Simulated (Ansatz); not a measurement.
## Computed paths: interstitial H in 4H silicon carbide, charge state +1

Defect migration in 4H silicon carbide: interstitial H, charge state +1. These are PBE, PAW (plane waves to 420 eV; Ansatz, an electronic-structure program) values and carry that method's errors.

Cell of 72 host sites held at the relaxed PBE lattice; the Γ point alone; Fermi-Dirac width 0.01 eV, spin-restricted; finite-size errors left in. Static, classical nuclei. The charge state is imposed; whether it is stable for some Fermi level was not computed. Sites that were not tried may lie lower.

Barriers: single points on a 2×2×2 k-point mesh shifted by half a step along c at the bands' geometries (they differ from the bands' own by up to 0.13 eV, and are uncertain by about as much).

```tsv
Route	Start site over the lowest site run (eV)	Hop (Å)	Forward barrier (eV)	Backward barrier (eV)	Neighbours at the start	Neighbours at the saddle	Saddle order	Forward, on the band's own sampling (eV)
a direct jump of one H atom	0.02	1.06	0.51	0.51	C at 1.10, C at 2.18; Si at 1.91, Si at 1.93, Si at 2.14 Å	2 C at 1.47; Si at 1.64 Å	first order	0.64
```

Paths come from climbing-image nudged elastic band runs.   A further band (a concerted move, in which H travels most (a rearrangement that moves the defect's centre by under 1 Å), 0.98 Å) gave 0.001 eV forward on its own sampling, 0.038 eV above the lowest site run, but it is nearly flat, so it is not taken as a result. A further band (a direct jump of one H atom, 2.79 Å) gave 0.66 eV forward on its own sampling, 0.69 eV above the lowest site run, but a shoulder points to a second hump between its images, so it is not taken as a result. A further band (a direct jump of one H atom, 1.46 Å) gave 0.71 eV forward on its own sampling, 0.71 eV above the lowest site run, but its whole barrier lies in one image, so it is not taken as a result.
